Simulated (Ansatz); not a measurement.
Consider LuP in the zinc blende structure (space group F-43m, No. 216; a = 6.137 Å; a hypothetical phase, not in the database extracts checked). Axes: x, y, z lie along the cube axes.

Level of theory: r2SCAN in Ansatz (plane waves to 500 eV, PAW, no spin-orbit coupling).

A first run, uniaxial strain ε_yy = −0.55 %, gives secant values C11 ≈ 71 GPa and C12 ≈ 60 GPa from its stress. A second run applies isotropic strain +0.65 %.

Task: What does linear elasticity predict for the bulk modulus −ΔP/(ΔV/V₀) in the second run, and what does the run give?

Result: Linear elasticity: (C11 + 2 C12)/3 = 64 GPa. The run gives 61 GPa; any difference comes from nonlinear terms at these strains and numerical noise.

No phonon test of stability was made.

Ansatz is a program for electronic structure.
